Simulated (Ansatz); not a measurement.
Gap of a one-dimensional KF body, 8 atoms a period at several levels, all on one geometry.

```
CELL_PARAMETERS angstrom
     14.00000     0.00000     0.00000
      0.00000    14.00000     0.00000
      0.00000     0.00000     5.12101
ATOMIC_POSITIONS crystal
  K  0.40501 0.40501 0.00000
  F  0.40877 0.40877 0.50000
  F  0.40877 0.59123 0.00000
  K  0.40501 0.59499 0.50000
  F  0.59123 0.40877 0.00000
  K  0.59499 0.40501 0.50000
  K  0.59499 0.59499 0.00000
  F  0.59123 0.59123 0.50000
```

Levels: PBE (plane waves to 420 eV, PAW; Ansatz, a quantum-chemistry and plane-wave program); r2SCAN (plane waves to 500 eV, PAW; Ansatz); HSE06 run with Ansatz. Unmarked values and the geometry are of the first. Mesh 1×1×58. No spin polarisation. Isolated but for its images some 11 Å away. A hypothetical model. Symmetry and one short period hold its shape; lower forms weren't sought. HSE06 ran on a 1×1×4 mesh and at PBE's edge points.

```
level   gap (eV)
------  --------
PBE         4.87
r2SCAN       ___
HSE06       6.53
```

### Question
Some entries are withheld; supply them.

### Answer

- r2SCAN, gap (eV): 5.68
